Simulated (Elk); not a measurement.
A self-consistent single point of TiSi (Amm2, 2 atoms in the cell) with Elk.

Computed with LDA (PW92), all-electron FP-LAPW, Elk's shipped species files, default APW+lo basis run with Elk.

```
CELL_PARAMETERS angstrom
      3.83428     0.00000     0.00000
      0.00000     1.82350     2.15938
      0.00000    -1.82350     2.15938
ATOMIC_POSITIONS crystal
  Ti 0.00000 0.04484 0.04484
  Si 0.50000 0.55666 0.55666
```

Reference input (self-consistent single point, DFT, PBEsol, all-electron FP-LAPW, Elk's shipped species files, default APW+lo basis): xctype = 22; swidth = 0.00499791 Ha; ngridk = 11 16 16; maxscl = 100. This run's input differs from it in these lines:

```diff
@@ -2,5 +2,2 @@
   0
-
-xctype
-  22
```

The program printed (abridged):

```
│ Self-consistent loop started │
│ Loop number : 1 │
 total energy                :     -1141.68114835
│ Loop number : 2 │
 total energy                :     -1141.71249342
RMS change in Kohn-Sham potential (target) :   0.4508606272E-01 (  0.1000000000E-05)
Absolute change in total energy (target)   :   0.3134506635E-01 (  0.1000000000E-03)
│ Loop number : 3 │
 total energy                :     -1141.74873886
RMS change in Kohn-Sham potential (target) :   0.4187939810E-01 (  0.1000000000E-05)
Absolute change in total energy (target)   :   0.4408170543E-01 (  0.1000000000E-03)
│ Loop number : 4 │
   [... lines left out ...]
Absolute change in total energy (target)   :   0.1029375018E-02 (  0.1000000000E-03)
│ Loop number : 14 │
 total energy                :     -1141.09086207
RMS change in Kohn-Sham potential (target) :   0.3217465299E-06 (  0.1000000000E-05)
Absolute change in total energy (target)   :   0.2487876550E-03 (  0.1000000000E-03)
│ Loop number : 15 │
 total energy                :     -1141.09086088
RMS change in Kohn-Sham potential (target) :   0.1387955660E-06 (  0.1000000000E-05)
Absolute change in total energy (target)   :   0.6100465680E-04 (  0.1000000000E-03)
Convergence targets achieved

│ Loop number : 16 │

Energies :
 Fermi                       :     0.328587625393
 total energy                :     -1141.09085597

Density of states at Fermi energy :    35.46910350
 (states/Hartree/unit cell)

Estimated indirect band gap :   0.2480278875E-03
 from k-point    372 to k-point    371
Estimated direct band gap   :   0.2020871841E-02
 at k-point    691

Charges :
 core                        :    20.00000000
 valence                     :    16.00000000
 interstitial                :    3.281631496
 muffin-tins (core leakage)
  species :    1 (Ti)
   atom    1                 :    20.48255377     (  0.6018225918E-09)
  species :    2 (Si)
   atom    1                 :    12.23581474     (  0.1369244412E-02)
 total in muffin-tins        :    32.71836850
 total calculated charge     :    36.00066839
 total charge                :    36.00000000
 error                       :   0.6683855957E-03

│ Self-consistent loop stopped │
```

The run converged in 16 iterations. The count includes the last loop, which Elk runs after its targets are met. 

The starting cell comes from a database of computed structures (which also holds hypothetical and non-ambient phases and stackings), without a prior relaxation at this level. Its lattice was rescaled by a random factor within 2.5 % of one. Spin polarisation is off. Values depend on the basis (sphere radii, cutoffs, local orbitals), which need not be converged. The log's line on a gap gives a spacing of levels on this mesh, which the program prints for metals too.

Cost on one core of a shared machine: roughly 50 s.
